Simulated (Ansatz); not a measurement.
Base system: MgO in the rock salt structure (space group Fm-3m, No. 225; a = 4.1592 Å). Axes: x, y, z lie along the cube axes.

Level of theory: Ansatz (a first-principles code), LDA, PAW, cutoff 420 eV, spin-orbit coupling left out.

Base values:

| Item | Result |
|---|---|
| Gap character | direct at Γ |
| Band gap | 5.03 eV |
| Valence-band top at Γ | 0.00, 0.00, 0.00 eV |

Perturbation: the cell is stretched by 2.00 % along z with no lateral relaxation, atoms relaxed at fixed cell.

### Question
How does this affect the gap character?

### Answer
The gap character remains direct at Γ.

### Question
What does the calculation give for the stress after the change?

### Answer
The stress (xx, yy, zz, yz, xz, xy; compression positive) is (-1.85, -1.85, -5.77, 0.00, 0.00, 0.00) GPa.

### Question
Estimate the effect on the band gap.

### Answer
The band gap falls by 0.23 eV to 4.80 eV.

### Question
How does this affect the valence-band top at Γ?

### Answer
The valence-band top at Γ (three highest levels, from the VBM) goes from 0.00, 0.00, 0.00 eV to 0.00, -0.04, -0.04 eV.

### Question
What happens to the energy relative to the base?

### Answer
The energy grows by 3.4 meV/atom.

The cells carry an imposed strain or load. Stability against distortions was not tested. Labels are those of the standard path for the cell's own space group.
